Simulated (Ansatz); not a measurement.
Base system: C (space group Cmcm, No. 63; a = 2.5019 Å, b = 7.0220 Å, c = 8.3228 Å; a hypothetical phase, not in the database extracts checked).

Level of theory: Ansatz (a first-principles code), PBEsol, PAW, cutoff 420 eV, no spin-orbit coupling.

Base values:

The band gap is 2.80 eV and the electron mass is 0.65 mₑ along a, 0.34 mₑ along b, 0.31 mₑ along c (at Γ). The width of the top valence band is 3.69 eV and the gap character is indirect, Y → Γ.

Now apply this change: cell and atoms relaxed at a pressure of 1.5 GPa.

### Question
How does this affect the band gap?

### Answer
The band gap stays 2.80 eV.

### Question
What does the calculation give for the electron mass after the change?

### Answer
The electron mass becomes 0.65 mₑ along a, 0.33 mₑ along b, 0.30 mₑ along c (at Γ) (base: 0.65 mₑ along a, 0.34 mₑ along b, 0.31 mₑ along c (at Γ)).

### Question
Estimate the effect on the width of the top valence band.

### Answer
The width of the top valence band stays essentially unchanged (3.69 eV against 3.71 eV).

### Question
Estimate the effect on the gap character.

### Answer
The gap character stays indirect, Y → Γ.

Load acts through the strain it causes; cell and atoms are relaxed under it. Masses are band curvatures over ±0.01 Å⁻¹ around the edge. Whether these cells are dynamically stable was not tested.
